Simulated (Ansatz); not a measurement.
## A computed series for ZnSe: pressure series

The reference is ZnSe in the zinc blende structure (space group F-43m, No. 216).

```yaml
crystal:
  lattice:
    - [0.00000, 2.86650, 2.86650]
    - [2.86650, 0.00000, 2.86650]
    - [2.86650, 2.86650, 0.00000]
  atoms:
    - { symbol: Se, position: [0.75000, 0.75000, 0.75000] }
    - { symbol: Zn, position: [0.00000, 0.00000, 0.00000] }
```

Cell and atoms are relaxed at each pressure.

Method: DFT with PBE, PAW potentials and a 420 eV plane-wave cutoff in Ansatz (a program for electronic structure), spin-orbit coupling left out.

Base values:

| Property | Result |
|---|---|
| Band gap | 1.15 eV |

**Question.** The aim is a band gap between 1.59 eV and 1.75 eV. Which of these changes reaches it?
A) pressure 3 GPa
B) pressure 10 GPa
C) pressure 0.7 GPa

**Answer.** B, pressure 10 GPa. It gives 1.69 eV; pressure 3 GPa gives 1.34 eV; pressure 0.7 GPa gives 1.20 eV. Changes not listed may reach it too

Load acts through the strain it causes; cell and atoms are relaxed under it. No phonon test of stability was made. Tetrahedral semiconductors of this kind turn to denser phases somewhere between about 1 and 50 GPa; those were not computed, so compressed cells here can lie past the real transition.
